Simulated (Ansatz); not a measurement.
An Ansatz (a first-principles code) input (r2SCAN, PAW, 500 eV (Ansatz; without spin-orbit coupling), earlier PAW set):

Ansatz 0.2 input:
```yaml
crystal:
  lattice:
    - [3.1832985096, 0, 0]
    - [-1.5916492548, 2.7568173771, -0.0554120293]
    - [0, -0.1041959227, 5.1838767492]
  atoms:
    - { symbol: Ga, position: [0.6666666667, 0.3333333333, 0.0009883376] }
    - { symbol: Ga, position: [0.3333333333, 0.6666666667, 0.5009883376] }
    - { symbol: N, position: [0.6666666667, 0.3333333333, 0.6242116624] }
    - { symbol: N, position: [0.3333333333, 0.6666666667, 0.1242116624] }
basis: { ecutwfc: 500, ecutrho_ratio: 4, xc_grid: 4, fft_grid_basis: typed }
kpoints: { mp_grid: { grid: [12, 12, 7] } }
hamiltonian:
  xc: r2scan
  dispersion: none
  pseudopotentials: { azcp: { folder: ./paw }, kind: paw }
scf: { occupations: { method: fermi_dirac, width: 0.05 }, convergence: { dr2_threshold: 0.0000000004 } }
relax: { f_tol: 0.005, max_steps: 50 }
output: { forces: true, stress: true }
checkpoint: { write: state.ck, write_every: 1000 }
```

Q: Which symmetry and how many k-points will the program report, and about how many plane waves at Γ?

A: Space group Cm (ITA 8) with 2 operations, k-points 277 of 1008, and 1141 plane waves at Γ.

The cells carry an imposed strain or load. Whether these cells are dynamically stable was not tested. The cell was made from GaN in the wurtzite structure (space group P6_3mc, No. 186) by this change: tensor shear ε_yz = −2.01 %.
